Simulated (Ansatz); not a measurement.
The parent structure is Ti₃AlC in the anti-perovskite structure (space group Pm-3m, No. 221; a cell from a computed database, its experimental status unchecked).

```xyz
5
Lattice="4.1407 0.0000 0.0000 0.0000 4.1407 0.0000 0.0000 0.0000 4.1407" Properties=species:S:1:pos:R:3 pbc="T T T"
Ti     2.0703     2.0703     0.0000
Ti     0.0000     2.0703     2.0703
Ti     2.0703     0.0000     2.0703
Al     0.0000     0.0000     0.0000
C      2.0703     2.0703     2.0703
```

Cartesian axes are those of the cell as printed.

Computed with PBEsol (Ansatz, a quantum-chemistry and plane-wave program), spin-orbit coupling left out.

Base values:

Pressure: 0.0 GPa
Shortest interatomic distance: 3.912 bohr

Now apply this change: the cell is compressed by 1.73 % along y with no lateral relaxation; the atoms relax in the strained cell.

**Question.** Predict the new pressure, energy relative to the base and shortest interatomic distance.

**Answer.** The pressure (mean of the normal stresses, compression positive) goes from zero to 3.0 GPa; the energy grows by 4.8 meV/atom; the shortest interatomic distance drops by 0.0677 bohr, from 3.912 bohr to 3.845 bohr.

Without a gap, meshes like the base's 11×11×11 leave anisotropic stresses uncertain by several tenths of a GPa, and small strain energies with them. Whether these cells are dynamically stable was not tested. All final runs are without spin polarisation. An odd electron count without spin: Ti3AlC.
